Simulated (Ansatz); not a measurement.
**GaSe: pressure series**

Base system: GaSe in the beta-GaS type structure (space group P6_3/mmc, No. 194; a = 3.769 Å, c = 15.960 Å; layered, stacked along the Cartesian z axis).

Cell and atoms are relaxed at each pressure.

Calculations: Ansatz (a quantum-chemistry and plane-wave program) PBE-D3(BJ), no SOC.

Notes on the quantities. enthalpy: H = E + PV relative to the base's energy.

```csv
change,band gap,enthalpy,density,c/a ratio
base,0.87 eV,–,5.03 g/cm³,4.234
pressure −1 GPa,0.95 eV,-0.16 eV/atom,4.78 g/cm³,4.356
pressure 1.8 GPa,0.84 eV,+0.27 eV/atom,5.29 g/cm³,4.159
pressure 4.2 GPa,0.74 eV,+0.61 eV/atom,5.55 g/cm³,4.124
pressure 18 GPa,zero,+2.36 eV/atom,6.53 g/cm³,4.138
pressure 30 GPa,zero,+3.71 eV/atom,7.16 g/cm³,4.203
pressure 45 GPa,zero,+5.25 eV/atom,7.82 g/cm³,4.309
pressure 60 GPa,zero,+6.67 eV/atom,8.50 g/cm³,4.530
```

The mesh was chosen for an insulator and is coarse for the gapless case. Load acts through the strain it causes; cell and atoms are relaxed under it. No phonon test of stability was made. Competing high-pressure phases were not computed. The final runs are not spin-polarised. A zero or small gap of GaSe under pressure 18 GPa and GaSe under pressure 30 GPa can be the functional's error rather than a property of the material.
